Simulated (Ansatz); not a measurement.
# A computed series for hypothetical zinc blende YP: response to strain

The parent structure is YP in the zinc blende structure (space group F-43m, No. 216; a = 6.2890 Å; a hypothetical phase, not in the database extracts checked). Axes: x, y, z lie along the cube axes.

Strains are applied to the cell and any free atomic positions relax; under biaxial strain the out-of-plane vector relaxes too.

Level of theory: Ansatz (an electronic-structure program) r2SCAN, no SOC.

Notes on the quantities. pressure: mean of the normal stresses, compression positive; energy relative to the base: free energy F.

```json
[
 {"variant": "base", "pressure": "0.00 GPa", "energy relative to the base": "0 meV/atom", "shortest interatomic distance": "2.723 Å", "gap character": "direct at X"},
 {"variant": "biaxial strain −0.94 %, plane normal [110], relaxed out of plane", "pressure": "0.34 GPa", "energy relative to the base": "+1.0 meV/atom", "shortest interatomic distance": "2.715 Å", "gap character": "indirect, X → T"},
 {"variant": "biaxial strain +0.30 %, plane normal [110], relaxed out of plane", "pressure": "-0.12 GPa", "energy relative to the base": "+0.1 meV/atom", "shortest interatomic distance": "2.724 Å", "gap character": "direct at X"},
 {"variant": "isotropic strain +2.98 %", "pressure": "-4.40 GPa", "energy relative to the base": "+42 meV/atom", "shortest interatomic distance": "2.804 Å", "gap character": "direct at X"},
 {"variant": "isotropic strain +3.40 %", "pressure": "-4.90 GPa", "energy relative to the base": "+54 meV/atom", "shortest interatomic distance": "2.816 Å", "gap character": "direct at X"},
 {"variant": "isotropic strain +3.63 %", "pressure": "-5.16 GPa", "energy relative to the base": "+62 meV/atom", "shortest interatomic distance": "2.822 Å", "gap character": "direct at X"},
 {"variant": "uniaxial strain ε_yy = +2.87 %", "pressure": "-1.61 GPa", "energy relative to the base": "+5.2 meV/atom", "shortest interatomic distance": "2.749 Å", "gap character": "direct at M"},
 {"variant": "uniaxial strain ε_zz = −1.93 %", "pressure": "1.18 GPa", "energy relative to the base": "+2.4 meV/atom", "shortest interatomic distance": "2.706 Å", "gap character": "direct at X"},
 {"variant": "tensor shear ε_yz = +0.43 %", "pressure": "0.00 GPa", "energy relative to the base": "+0.1 meV/atom", "shortest interatomic distance": "2.722 Å", "gap character": "direct at X"}
]
```

A biaxial case was relaxed in a doubled cell and then solved in the primitive one. Stability against distortions was not tested. k-point labels follow each cell's own Brillouin zone.
